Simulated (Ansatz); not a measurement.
# V5Ge3 (P6₃/mcm, No. 193, 16 atoms in the cell; start mp-20916)

All values below come from PBEsol (PAW; Ansatz, an electronic-structure program).

Run with plane-wave cutoff 500 eV, 6×6×8 k mesh (along the axes of the cell as run), Fermi–Dirac smearing 0.05 eV, spin-polarised start, scalar-relativistic PAW data made under PBE.

Cell (relaxed at this level):

```yaml
crystal:
  lattice:
    - [7.17984, 0.00000, 0.00000]
    - [-3.58992, 6.21792, 0.00000]
    - [0.00000, 0.00000, 4.87767]
  atoms:
    - { symbol: V, position: [0.75760, 0.00000, 0.75000] }
    - { symbol: V, position: [0.24240, 0.00000, 0.25000] }
    - { symbol: V, position: [0.75760, 0.75760, 0.25000] }
    - { symbol: V, position: [0.24240, 0.24240, 0.75000] }
    - { symbol: V, position: [0.00000, 0.75760, 0.75000] }
    - { symbol: V, position: [0.00000, 0.24240, 0.25000] }
    - { symbol: V, position: [0.33333, 0.66667, 0.00000] }
    - { symbol: V, position: [0.66667, 0.33333, 0.00000] }
    - { symbol: V, position: [0.66667, 0.33333, 0.50000] }
    - { symbol: V, position: [0.33333, 0.66667, 0.50000] }
    - { symbol: Ge, position: [0.39278, 0.00000, 0.75000] }
    - { symbol: Ge, position: [0.60722, 0.00000, 0.25000] }
    - { symbol: Ge, position: [0.39278, 0.39278, 0.25000] }
    - { symbol: Ge, position: [0.60722, 0.60722, 0.75000] }
    - { symbol: Ge, position: [0.00000, 0.39278, 0.75000] }
    - { symbol: Ge, position: [0.00000, 0.60722, 0.25000] }
```

| Quantity | Result |
|---|---|
| band gap | none |

Note: the magnetic order was assumed, not searched for or taken from measurement; the relaxation could not lower the start's symmetry, so the cell can be a saddle point above a distorted one.

Spin–orbit coupling is not included.

Computed values are for the static lattice.

A start named mp-… is a Materials Project structure, which need not be a measured phase.
